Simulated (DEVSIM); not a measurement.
Structure: abrupt Ge n-p junction, at 300 K.

```tsv
layer (left to right)	material	thickness (μm)	Nd (cm⁻³)	Na (cm⁻³)	τn (s)	τp (s)
1	Ge	0.420	6.2e16	-	4.8e-5	4.8e-5
2	Ge	0.360	-	1.8e17	4.8e-5	4.8e-5
```

Left contact: ohmic. Right contact: ohmic. Voltage is applied to the left contact. Recombination: SRH at mid-gap, Auger. Mobility is μmin + (μ − μmin)/(1 + (N/Nref)^α).

The device is made up for the run: typed textbook-type constants, with dimensions and the other settings drawn at random. Values at 300 K.

| parameter | Ge |
|---|---|
| gap (eV) | 0.664 |
| affinity (eV) | 4 |
| permittivity | 16 |
| Nc (cm⁻³) | 1.04e19 |
| Nv (cm⁻³) | 6e18 |
| μn (cm²/Vs) | 3900 |
| μp (cm²/Vs) | 1900 |
| μn,min | 150 |
| μp,min | 100 |
| Nref,n | 2.6e17 |
| Nref,p | 4e17 |
| αn | 0.56 |
| αp | 0.6 |
| Cn (cm⁶/s) | 1e-31 |
| Cp (cm⁶/s) | 1e-31 |

DEVSIM, 1D drift-diffusion, Boltzmann statistics, complete ionisation; no tunnelling, impact ionisation, image-force lowering or self-heating.

Q: Give the dark forward current.

A: 
(V (V), J (A/cm²)): (-0.05, -0.011); (-0.10, -0.090); (-0.15, -0.62); (-0.20, -4.2); (-0.25, -29); (-0.30, -190); (-0.35, -1200); (-0.40, -6400)
